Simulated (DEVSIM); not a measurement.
System: Ru/SiO2/p-Si capacitor, at 400 K.

```
layer (left to right)  material  thickness (nm)  Na (cm⁻³)
---------------------  --------  --------------  ---------
1                          SiO2            15.0          -
2                            Si            2800     4.2e16
```

Metal gate on the left, work function 4.7 eV. Fixed charge at the semiconductor interface 0 cm⁻² (in units of +e); no interface traps.

This is a model device: material constants are rounded textbook-type values typed into the input, and sizes, dopings and lifetimes were drawn at random. Values at 300 K; Nc and Nv go as T^1.5, mobilities as T to minus their exponent, the gap by Varshni's rule with the affinity fixed.

```
parameter         SiO2        Si
----------------  ----  --------
gap (eV)             9     1.124
affinity (eV)      0.9      4.05
permittivity       3.9      11.7
Nc (cm⁻³)            -   2.86e19
Nv (cm⁻³)            -    3.1e19
Varshni α (eV/K)     -  0.000473
Varshni β (K)        -       636
```

Model (solved in DEVSIM): 1D Poisson equation in equilibrium, Boltzmann statistics, complete ionisation; no quantum confinement or tunnelling. Metal contacts follow the ideal Schottky-Mott rule: no Fermi-level pinning, no interface dipoles.

Give the band bending (positive: bands bend down) and minority sheet density.


| Vg (V) | ψs (V) | minority carriers (cm⁻²) |
|---|---|---|
| -2 | -0.195 | < 1e8 |
| -1.7 | -0.182 | < 1e8 |
| -1.4 | -0.166 | < 1e8 |
| -1.1 | -0.145 | < 1e8 |
| -0.8 | -0.117 | < 1e8 |
| -0.5 | -0.074 | < 1e8 |
| -0.2 | 0.001 | < 1e8 |
| 0.1 | 0.138 | < 1e8 |
| 0.4 | 0.327 | < 1e8 |
| 0.7 | 0.538 | 2.1e9 |
| 1 | 0.693 | 1.4e11 |
| 1.3 | 0.744 | 4.8e11 |
| 1.6 | 0.771 | 8.7e11 |
| 1.9 | 0.791 | 1.3e12 |
| 2.2 | 0.806 | 1.7e12 |
| 2.5 | 0.818 | 2.1e12 |
| 2.8 | 0.828 | 2.5e12 |
